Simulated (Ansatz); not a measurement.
# Sc: biaxial strain −2.00 %, plane normal [001], relaxed out of plane

Base system: Sc in the hcp (Mg type) structure (space group P6_3/mmc, No. 194; a = 3.275 Å, c = 5.105 Å; relaxed with 0.1 eV smearing). Axes: x lies along a and z along c of the hexagonal cell.

Perturbation: compressive biaxial strain of 2.00 % in the plane normal to [001], as in epitaxy on a mismatched substrate; the out-of-plane cell vector and the atoms relax.

Level of theory: PBEsol (Ansatz, a first-principles code), no SOC. Settings: 20×20×11 k-points, 0.1 eV Fermi–Dirac smearing, for the changed cell.

The volume per atom shrinks by 0.660 Å³ to 23.06 Å³ and the space group is still P6_3/mmc (No. 194). The pressure (mean of the normal stresses, compression positive) goes from zero to 1.8 GPa and the band gap stays zero. The out-of-plane strain amounts to +1.23 % and the mean in-plane stress (compression positive) comes out as +2.6 GPa.

Stability against distortions was not tested. The final runs are not spin-polarised.
